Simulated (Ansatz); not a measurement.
# ZrGe₂ (model structure, started from the fluorite type, Fm-3m, No. 225, 3 atoms in the cell): properties by level of theory

```json
[
 {"level (code)": "PBE (Ansatz)", "lattice constant a (Å)": "6.473", "formation enthalpy (eV/atom)": "0.053"},
 {"level (code)": "PBEsol (Ansatz)", "lattice constant a (Å)": "6.382", "formation enthalpy (eV/atom)": "0.029"},
 {"level (code)": "PBE-D3(BJ) (Ansatz)", "lattice constant a (Å)": "6.396", "formation enthalpy (eV/atom)": "0.045"}
]
```

Ansatz's density-functional and Hartree–Fock values are scalar-relativistic unless marked +SOC, with PAW data made under PBE.

A model structure was made by putting elements into a prototype or built by hand; it is no filed structure, need not be a known phase, and can be a saddle point held by its symmetry.

Ansatz is a quantum-chemistry and plane-wave program.
